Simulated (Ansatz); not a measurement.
Cu (model structure, Im-3m, No. 229, 1 atom in the cell), treated with PBEsol in Ansatz (plane waves, PAW).

Settings: plane-wave cutoff 520 eV, 26×26×26 k mesh, Fermi–Dirac smearing 0.05 eV, no spin polarisation, scalar-relativistic PAW data made under PBE.

Cell (relaxed at this level):

```cif
data_Cu
_chemical_formula_sum 'Cu1'
_space_group_name_H-M_alt 'P 1'
_space_group_IT_number 1
_cell_length_a 2.45229
_cell_length_b 2.45229
_cell_length_c 2.45229
_cell_angle_alpha 109.471
_cell_angle_beta 109.471
_cell_angle_gamma 109.471
loop_
_space_group_symop_operation_xyz
  'x, y, z'
loop_
_atom_site_label
_atom_site_type_symbol
_atom_site_fract_x
_atom_site_fract_y
_atom_site_fract_z
_atom_site_occupancy
Cu1 Cu 0.00000 0.00000 0.00000 1
```

Problem. Estimate the bulk modulus B0 that the calculation returns.

Solution. 
bulk modulus B0: 166 GPa

Note: the run has no spin polarisation, so it can have missed a magnetic state; the bulk modulus is −V dP/dV from two relaxed cells at ±2 % in volume; the relaxation could raise the start's symmetry but not lower it, so the cell can be a saddle point.

Static lattice: no zero-point or thermal effects.

A model structure was made by putting elements into a prototype or built by hand; it is no filed structure, need not be a known phase, and can be a saddle point held by its symmetry.

Ansatz is a quantum-chemistry and plane-wave program.
